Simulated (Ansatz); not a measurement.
Here is the system:

End structure of the (100) surface of rock-salt ZrN in its 1x1 cell (cut with top plane N + Zr, bottom plane N + Zr), outermost plane spacing 2.30 Å in the ideal cut:

```yaml
crystal:
  lattice:
    - [3.24894, 0.00000, 0.00000]
    - [0.00000, 3.24894, 0.00000]
    - [0.00000, 0.00000, 18.50000]
  atoms:
    - { symbol: N, position: [0.00000, 0.00000, 0.43678] }
    - { symbol: Zr, position: [0.50000, 0.50000, 0.44254] }
    - { symbol: N, position: [0.50000, 0.50000, 0.56322] }
    - { symbol: Zr, position: [0.00000, 0.00000, 0.55746] }
```

Model: 4-atom slab, N2Zr2, 2.3 Å thick at the start (thin: gaps and levels are the slab's own), 12x12x1 mesh, Fermi-Dirac 0.1 eV, dipole correction, all atoms relaxed; symmetry of the start imposed; no spin, no spin-orbit, no U.

Problem. What work function of the top face does Ansatz (an electronic-structure program) with PBE give?

Solution. 2.57 eV

Problem. What surface energy (mean of both faces) does PBE give?

Solution. 1.42 J/m²
